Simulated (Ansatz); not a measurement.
# TiO2, response to strain

The reference is TiO2 in the anatase structure (space group I4_1/amd, No. 141; a = 3.739 Å, c = 9.455 Å). Axes: x, y, z lie along a, b, c of the conventional cell.

Strains are applied to the cell and any free atomic positions relax; under biaxial strain the out-of-plane vector relaxes too.

All numbers come from plane-wave PAW DFT at the LDA level (Ansatz, a quantum-chemistry and plane-wave program, 420 eV), without spin-orbit coupling.

Candidates:
(a) biaxial strain +1.80 %, plane normal [001], relaxed out of plane
(b) biaxial strain +1.20 %, plane normal [001], relaxed out of plane
(c) biaxial strain +0.60 %, plane normal [001], relaxed out of plane
(d) biaxial strain +3.00 %, plane normal [001], relaxed out of plane

Task: Order them by out-of-plane strain, lowest first.

Result: (d) biaxial strain +3.00 %, plane normal [001], relaxed out of plane (-4.01 %), (a) biaxial strain +1.80 %, plane normal [001], relaxed out of plane (-2.59 %), (b) biaxial strain +1.20 %, plane normal [001], relaxed out of plane (-1.78 %), (c) biaxial strain +0.60 %, plane normal [001], relaxed out of plane (-0.92 %)

No phonon test of stability was made. The final runs are not spin-polarised.
